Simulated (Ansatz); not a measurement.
Relaxation of the outer planes of the (010) surface of beta Ga2O3 in its 1x1 cell (cut with top plane 4 Ga + 6 O, bottom plane 4 Ga + 6 O), outermost plane spacing 1.54 Å in the ideal cut.

All values below come from PBE (plane waves to 420 eV, PAW; Ansatz, an electronic-structure program).

Model: 80-atom slab, Ga32O48, 10.8 Å thick at the start, 5x2x1 mesh, Fermi-Dirac 0.025 eV, dipole correction, all atoms relaxed; held to the start's symmetry, so lower structures may exist; no spin, no spin-orbit, no U.

| plane | atoms | bulk spacing to the next (Å) | relaxed spacing (Å) | change (%) | rumpling (Å) |
|---|---|---|---|---|---|
| 1 | 4 Ga + 6 O | 1.542 | ___ | ___ | ___ |
| 2 | 4 Ga + 6 O | 1.542 | 1.578 | 2.4 | 0.23 (Ga outermost) |

Q: Some entries are withheld; supply them.

A: 
- 1, relaxed spacing (Å): 1.451
- 1, change (%): -5.9
- 1, rumpling (Å): 0.40 (O outermost)
